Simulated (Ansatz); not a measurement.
Computed paths: interstitial Ca in beta Si3N4, charge state +2

Defect: interstitial Ca in beta Si3N4, charge state +2. These are PBE, PAW (plane waves to 420 eV; Ansatz, a program for electronic structure) values and carry that method's errors.

Settings: 84 host sites, the relaxed PBE lattice, the Γ point alone, smearing 0.01 eV, spin-restricted, no image-charge correction. Energies are static. The charge state is imposed; whether it is stable for some Fermi level was not computed. Sites that were not tried may lie lower.

Barriers: single points on a 2×2×2 k-point mesh shifted by half a step along c at the bands' geometries.

```
Route                         Start site over the lowest site run (eV)  Hop (Å)  Forward barrier (eV)  Backward barrier (eV)                                                                                                       Neighbours at the start                                             Neighbours at the saddle                        Saddle order  Forward, on the band's own sampling (eV)
----------------------------  ----------------------------------------  -------  --------------------  ---------------------  ----------------------------------------------------------------------------------------------------------------------------  -------------------------------------------------------------------  ----------------------------------  ----------------------------------------
a direct jump of one Ca atom                                      0.00     1.47                  0.15                   0.15  N at 2.40, N at 2.42, N at 2.44, 3 N at 2.73, 2 N at 2.74, N at 2.75; 2 Si at 2.79, Si at 2.81, 2 Si at 3.11, 2 Si at 3.11 Å  2 N at 2.47, 2 N at 2.48, 2 N at 2.49; 4 Si at 2.87, 2 Si at 2.90 Å  not checked, on a symmetry element                                      0.17
```

Paths come from climbing-image nudged elastic band runs.  A band can be held on a symmetry element, so unchecked saddle points there may be too high. A further band (a direct jump of one Ca atom, 2.93 Å) gave 0.17 eV forward on its own sampling, 0.17 eV above the lowest site run, but a shoulder points to a second hump between its images, so it is not taken as a result.
